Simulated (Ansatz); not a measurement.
## WS2, response to strain

Take WS2 in the 2H-MoS2 type structure (space group P6_3/mmc, No. 194; a = 3.1700 Å, c = 12.4918 Å; layered, stacked along the Cartesian z axis) as the base. Axes: x lies along a and z along c of the hexagonal cell.

Strains are applied to the cell and any free atomic positions relax; under biaxial strain the out-of-plane vector relaxes too.

The values are results of plane-wave PAW DFT at the r2SCAN+rVV10 level (Ansatz, an electronic-structure program, 500 eV), scalar-relativistic without spin-orbit coupling, not measurements.

Notes on the quantities. energy relative to the base: free energy F.

```csv
variant,band gap,space group,energy relative to the base,hole mass,shortest interatomic distance
base,1.13 eV,P6_3/mmc (No. 194),0 meV/atom,"0.74 mₑ along c, 0.62 mₑ across (at Γ)",2.407 Å
"biaxial strain −4.70 %, plane normal [001], relaxed out of plane",1.37 eV,P6_3/mmc (No. 194),–,"0.56 mₑ out of plane, 1.4 mₑ in plane (at Γ)",2.378 Å
isotropic strain −1.49 %,1.07 eV,P6_3/mmc (No. 194),+9.5 meV/atom,"0.72 mₑ along c, 0.65 mₑ across (at Γ)",2.395 Å
uniaxial strain ε_xx = −1.36 %,1.14 eV,Cmcm (No. 63),+2.8 meV/atom,"0.61 mₑ along y, 0.71 mₑ across (at Γ)",2.399 Å
uniaxial strain ε_zz = +0.53 %,1.16 eV,P6_3/mmc (No. 194),+0.1 meV/atom,"0.73 mₑ along z, 0.64 mₑ across (at Γ)",2.407 Å
tensor shear ε_xz = +1.96 %,1.13 eV,C2/c (No. 15),+1.3 meV/atom,"0.75 mₑ along z, 0.62 mₑ across (at Γ)",2.405 Å
tensor shear ε_xz = −0.29 %,1.13 eV,C2/c (No. 15),0.0 meV/atom,"0.74 mₑ along z, 0.62 mₑ across (at Γ)",2.406 Å
tensor shear ε_yz = +0.32 %,1.13 eV,C2/m (No. 12),0.0 meV/atom,"0.74 mₑ along z, 0.62 mₑ across (at Γ)",2.406 Å
```

Spin-orbit coupling, missing from the scalar runs, can matter with W. Masses are band curvatures over ±0.01 Å⁻¹ around the edge. Whether these cells are dynamically stable was not tested.
